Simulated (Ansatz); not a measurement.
# Cs2SnI6 (space group Fm-3m, No. 225)

```cif
data_Cs8I24Sn4
_chemical_formula_sum 'Cs8 Sn4 I24'
_space_group_name_H-M_alt 'Fm-3m'
_space_group_IT_number 225
_space_group_name_Hall '-F 4 2 3'
_cell_length_a 12.03307
_cell_length_b 12.03307
_cell_length_c 12.03307
_cell_angle_alpha 90.000
_cell_angle_beta 90.000
_cell_angle_gamma 90.000
loop_
_atom_site_label
_atom_site_type_symbol
_atom_site_symmetry_multiplicity
_atom_site_Wyckoff_symbol
_atom_site_fract_x
_atom_site_fract_y
_atom_site_fract_z
_atom_site_occupancy
Cs1 Cs 8 c 0.25000 0.25000 0.25000 1
Sn1 Sn 4 a 0.00000 0.00000 0.00000 1
I1 I 24 e 0.00000 0.00000 0.24193 1
```
(The calculation used a cell of 9 atoms; values per cell refer to that cell.)

Method: PBE, PAW, 420 eV (Ansatz, a first-principles code; scalar-relativistic without spin-orbit coupling). Γ-centred 5×5×5 mesh, Fermi–Dirac width 0.05 eV.

Volume per atom: 48.40 Å³
Density: 4.37 g/cm³
Band gap: 0.25 eV, direct at Γ
Electron mass: 0.25 mₑ
Total energy: -6939.058 eV/atom (σ→0; compares only within this code and set-up)

Spin-orbit coupling, missing from the scalar runs, can matter with I. Masses are band curvatures over ±0.01 Å⁻¹ around the edge. Whether these cells are dynamically stable was not tested. The zero or small gap of Cs2SnI6 can change with the level of theory.
